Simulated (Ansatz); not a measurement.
**ZrTlCuSe3 under a change: Cu → Pb**

Consider ZrTlCuSe3 (space group Cmcm, No. 63; a = 3.800 Å, b = 14.387 Å, c = 10.002 Å; a cell from a computed database, its experimental status unchecked).

It is then changed as follows: every Cu is replaced by Pb, then cell and atoms are relaxed.

Calculations: Kohn–Sham DFT with the PBEsol functional, run in Ansatz (a first-principles code) with PAW and 420 eV plane waves, no spin-orbit coupling. Settings: 10×10×4 k-points, 0.05 eV Fermi–Dirac smearing, for the changed cell.

```
quantity                             base     changed        shift
-----------------------------  ----------  ----------  -----------
volume per atom                  22.79 Å³    27.66 Å³     +4.87 Å³
density                        7.24 g/cm³  7.40 g/cm³  +0.16 g/cm³
shortest interatomic distance     2.399 Å     2.656 Å     +0.257 Å
band gap                          0.19 eV        zero            –
```

Final structure:

```
CELL_PARAMETERS angstrom
      1.86054    -7.72326     0.00000
      1.86054     7.72326     0.00000
      0.00000     0.00000    11.54815
ATOMIC_POSITIONS crystal
  Zr 0.00000 0.00000 0.50000
  Zr 0.00000 0.00000 0.00000
  Tl 0.67292 0.32708 0.25000
  Tl 0.32708 0.67292 0.75000
  Pb 0.63963 0.36037 0.75000
  Pb 0.36037 0.63963 0.25000
  Se 0.37729 0.62271 0.99918
  Se 0.62271 0.37729 0.00082
  Se 0.62271 0.37729 0.49918
  Se 0.37729 0.62271 0.50082
  Se 0.98992 0.01008 0.75000
  Se 0.01008 0.98992 0.25000
```

With Tl present, leaving out spin-orbit coupling can change the band edges. Whether these cells are dynamically stable was not tested. As relaxed here, ZrTlPbSe3 is a hypothetical phase, not in the database extracts checked. All final runs are without spin polarisation. ZrTlPbSe3 has a high density of states at the Fermi level and may be magnetic at this level. The zero or small gap of ZrTlCuSe3 can change with the level of theory.
